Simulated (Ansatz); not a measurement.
Input:

```
GaN
1.0
    3.15543     0.00000     0.00000
   -1.57772     2.73268     0.00000
    0.00000     0.00000     5.13854
Ga N
2 2
Cartesian
  1.57772   0.91089   0.00508
  0.00000   1.82179   2.57435
  1.57772   0.91089   3.20753
  0.00000   1.82179   0.63826
```

No spin polarisation.

Computed with DFT with r2SCAN, PAW potentials and a 500 eV plane-wave cutoff in Ansatz (a program for electronic structure), scalar-relativistic without spin-orbit coupling. k-mesh 12×12×7 (Γ-centred); smearing 0.05 eV (Fermi–Dirac).

**Question.** Predict the electron mass, valence-band top at Γ and gap character.

**Answer.** The electron mass comes out as 0.18 mₑ along c, 0.20 mₑ across (at Γ) and the valence-band top at Γ (three highest levels, from the VBM) is 0.00, 0.00, -0.04 eV. The gap character is direct at Γ.

The cells carry an imposed strain or load. Masses are band curvatures over ±0.01 Å⁻¹ around the edge. Whether these cells are dynamically stable was not tested. The cell was made from GaN in the wurtzite structure (space group P6_3mc, No. 186) by this change: isotropic strain −0.87 %.
